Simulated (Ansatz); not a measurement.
CsCl-type HoRh was calculated with PBEsol in Ansatz (PAW).

Numerical settings: plane-wave cutoff 520 eV, 16×16×16 k mesh, Fermi–Dirac smearing 0.05 eV, spin-polarised with parallel moments, scalar-relativistic PAW data made under PBE.

Cell (relaxed at this level):

```xyz
2
Lattice="3.3506 0.0000 0.0000 0.0000 3.3506 0.0000 0.0000 0.0000 3.3506" Properties=species:S:1:pos:R:3 pbc="T T T"
Rh     1.6753     1.6753     1.6753
Ho     0.0000     0.0000     0.0000
```
Starting moments (μB, in the order of the record's atoms Rh Ho): 0.0 4.0.

**Question.** Give the computed bulk modulus B0.

**Answer.** 
bulk modulus B0: 114 GPa

The run finds no gap.

Note: the magnetic order was assumed, not searched for or taken from measurement; the bulk modulus is −V dP/dV from two relaxed cells at ±2 % in volume; the 4f shell is treated without U or exact exchange, so its levels and filling can be wrong.

Spin–orbit coupling is not included.

Computed values are for the static lattice.

Ansatz is an electronic-structure program.
